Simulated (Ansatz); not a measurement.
## Point defect Ga interstitial in chalcopyrite CuGaSe2

All values below come from PBE, PAW (plane waves to 420 eV; Ansatz, an electronic-structure program). Details: 64-site cell; 2×2×2 shifted k-points; start: void with 4Se nearest; no Hubbard U; the functional closes the host's gap; energies good to tenths of an eV; relaxed from one start, so a lower configuration may exist.

Neighbours after relaxation, in Å: of the Ga atom: Se 2.62, Se 2.62, Cu 2.64, Cu 2.73, Cu 2.74, Se 2.75, Se 2.75.

The name describes the start; the neighbours show where the atoms ended.

```
charge  moment (μB)  largest move off a lattice site (Å)
------  -----------  -----------------------------------
0†         quenched                                 0.28
```

† Not settled in this cell, so no level is given: charge 0: a level filled in part.

Starting moments that weren't kept: charge 0 began with 1 μB and ended with 0.0.
